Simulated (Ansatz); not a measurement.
The starting structures come from a database of crystals and need not be the phases stable at ambient conditions.

Given:

```
Cd2SrP2
1.0
    7.31153     0.00000     0.00000
    0.00000     7.55091     0.00000
    0.00000     3.77546     2.17976
Sr Cd P
1 2 2
Direct
  0.00000   0.00000   0.00000
  0.36513   0.66667   0.00000
  0.63487   0.33333   0.00000
  0.25433   0.33333   0.00000
  0.74567   0.66667   0.00000
```

Space group of this cell: P-3m1. The cell is taken as given; by PBEsol its mean pressure is -2.3 GPa.

Transport runs along the normal of the first two printed cell vectors, the (110) plane of the conventional cell.

The gap is the functional's own. No spin-orbit coupling. Mid-gap values are interpolated on the energy grid.

Q: Give the band gap and the smallest decay constant κ at mid-gap that PBEsol (Ansatz, a program for electronic structure) yields.

A: Gap 0.64 eV on a 4×14×14 mesh; κ = 0.051 1/Å, at the zone centre.
